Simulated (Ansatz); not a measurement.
Here is the system:

```xyz
6
Lattice="-2.0482 6.1564 2.9112 2.0482 -6.1564 2.9112 2.0482 6.1564 -2.9112" Properties=species:S:1:pos:R:3 pbc="T T T"
P      0.0000     4.1995     1.3754
P      0.0000     8.1132     1.3754
P      0.0000     0.0000     1.6045
In     0.0000    10.2933     0.0009
In     0.0000     2.0194     0.0009
Ga     0.0000     6.1564     0.0096
```

No spin polarisation.

The values are results of plane-wave PAW DFT at the PBE level (Ansatz, a program for electronic structure, 420 eV), no SOC, not measurements. Settings: 10×10×10 k-points, 0.05 eV Fermi–Dirac smearing.

Task: Predict the band gap and gap character.

Result: The band gap comes out as 0.66 eV and the gap character (in this cell's own zone, which can be folded) is direct at Γ.

Each cell is one ordered arrangement of few atoms, which overstates ordering effects compared with a random alloy. Whether these cells are dynamically stable was not tested. The cell was made from GaP by this change: x(In) = 0.667, 6 atoms, Imm2.
